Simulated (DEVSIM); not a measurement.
Structure: abrupt Si n-p junction, at 300 K.

```csv
layer (left to right),material,thickness (μm),Nd (cm⁻³),Na (cm⁻³),τn (s),τp (s)
1,Si,0.170,1.3e17,-,8.9e-6,8.9e-6
2,Si,1.60,-,3.5e15,8.9e-6,8.9e-6
```

Left contact: ohmic. Right contact: ohmic. Voltage is applied to the left contact. Recombination: SRH at mid-gap, radiative, Auger. Mobility is constant in doping.

This is a model device: material constants are rounded textbook-type values typed into the input, and sizes, dopings and lifetimes were drawn at random. Values at 300 K.

```
parameter           Si
-------------  -------
gap (eV)         1.124
affinity (eV)     4.05
permittivity      11.7
Nc (cm⁻³)      2.86e19
Nv (cm⁻³)       3.1e19
μn (cm²/Vs)       1417
μp (cm²/Vs)        470
B (cm³/s)      4.7e-15
Cn (cm⁶/s)     2.8e-31
Cp (cm⁶/s)     9.9e-32
```

Model (solved in DEVSIM): 1D drift-diffusion, Boltzmann statistics, complete ionisation; no tunnelling, impact ionisation, image-force lowering or self-heating.

The thickness of layer 1 was swept, all else fixed.

```tsv
thickness of layer 1 (μm)	dark forward voltage at 1 A/cm² (V)
0.034	0.518
0.059	0.521
0.1	0.524
0.17	0.525
0.29	0.526
0.51	0.526
0.85	0.526
```

From the first row to the last the dark forward voltage at 1 A/cm² goes from 0.518 to 0.526.
